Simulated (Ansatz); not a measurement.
Consider ZnS in the wurtzite structure (space group P6_3mc, No. 186; a = 3.8453 Å, c = 6.3052 Å). Axes: x lies along a and z along c of the hexagonal cell.

Method: PBE (Ansatz, an electronic-structure program), without spin-orbit coupling.

Before the change:

The shortest interatomic distance comes out as 2.357 Å.

Now apply this change: the cell is compressed by 2.40 % along z with no lateral relaxation; the atoms relax in the strained cell.

Question: Predict the new shortest interatomic distance.

Answer: The shortest interatomic distance decreases by 0.0243 Å (2.357 Å → 2.332 Å).

Question: How does this affect the energy relative to the base?

Answer: The energy goes up by 5.1 meV/atom.

Whether these cells are dynamically stable was not tested.
